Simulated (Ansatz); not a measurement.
Model glasses of amorphous Al2O3, 73 to 75 atoms (Al28O42 before any change). Each row is one cell at a composition chosen by hand, melted whole on the CHGNet potential with the anions pushed apart under 1.9 Å, quenched within some picoseconds, far faster than a real film, and relaxed with PBE, scalar-relativistic without spin-orbit coupling (plane waves to 420 eV, PAW; Ansatz, an electronic-structure program). Each is the lower in DFT energy of 2 quenches. Cycles of charging and discharging were tried on the cells ahead of these points, and a cell that came back lower was taken. The column on the box says what of it was relaxed with the atoms; held means as the quench left it. Cells that kept moments or hold spare charge are left out, and those that charging annealed.

From the neutral cell one electron is taken away, or one added, and the atoms relax (PBE, the zone centre alone, moment held at 1 μB, uniform background; no image-charge correction, which leaves W too low where the charge is localised). W = E(+1) + E(−1) − 2 E(0) is the cost of moving an electron from one such cell to another; the spacing parts the highest filled and lowest empty level of the neutral cell, which ran without spin polarisation.

Formal charges balance in every cell (each cation at its usual highest valence, Cu and Ag at +1, Sb at +3, H at +1, O at −2, N at −3, F and Cl at −1). R− and R+ are the energies that the atoms' relaxation gave back after the electron was added or removed.

```tsv
cell	change	box	spacing (eV)	R− (eV)	R+ (eV)	spacing − R− − R+ (eV)	W (eV)
Al28O44Ti	+2 O, +1 Ti	held	2.44	0.46	0.15	1.83	2.62
Al28O45Sb2	+3 O, +2 Sb	shape	2.80	0.55	0.11	2.14	2.43
Al28O44Ge	+1 Ge, +2 O	shape	3.02	0.47	0.18	2.37	2.69
Al28O44Si	+2 O, +1 Si	volume and shape	3.50	0.02	0.27	3.21	withheld
Al28O45Lu2	+2 Lu, +3 O	shape	3.55	0.01	0.20	3.34	3.57
Al28O43K2	+2 K, +1 O	volume and shape	3.50	0.02	0.13	3.35	3.49
```

Q: Fit a straight line of the last column on the one before it through the 5 full rows, and predict the withheld value for Al28O44Si.

A: Means: x = 2.606, y = 2.960. Slope = Σ(Δx Δy) / Σ(Δx²) = 1.4166 / 1.9673 = 0.720; intercept = 2.960 − (0.720) × 2.606 = 1.084 eV; r.m.s. residual 0.143 eV. Prediction: 1.084 + (0.720) × 3.21 = 3.40 eV. The run gave 3.46 eV, a miss of 0.06 eV, within the residual.

Q: What would a slope of 1 with no intercept mean?

A: That adding and removing an electron at fixed atoms costs just the level spacing, as it does for levels spread over a large cell, so that W follows by bookkeeping. The fit has 0.720 and 1.084 eV; a departure holds the carrier's repulsion on its site, which raises W, and the uncorrected background, which lowers it.
